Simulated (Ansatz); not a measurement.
Start from GaN in the zinc blende structure (space group F-43m, No. 216; a = 4.498 Å).

All numbers come from plane-wave PAW DFT at the PBEsol level (Ansatz, a quantum-chemistry and plane-wave program, 420 eV), no spin-orbit coupling, earlier PAW set.

One change was made to it. Results:

```json
[
 {"quantity": "band gap", "base": "1.70 eV", "after": "zero"},
 {"quantity": "density", "base": "6.11 g/cm³", "after": "5.57 g/cm³"}
]
```

Question: Name the change that was made.
A) Ga → B
B) N → Sb
C) Ga → Al

Answer: B, N → Sb. For comparison, the band gap in the other runs: Ga → Al gives 3.19 eV; Ga → B gives 4.29 eV.

Spin-orbit coupling, missing from the scalar runs, can matter with Sb. Stability against distortions was not tested. The final runs are not spin-polarised. This is not the structure that GaN has at room temperature and ambient pressure. This is not the structure that AlN has at room temperature and ambient pressure. A zero or small gap of GaSb can be the functional's error rather than a property of the material.
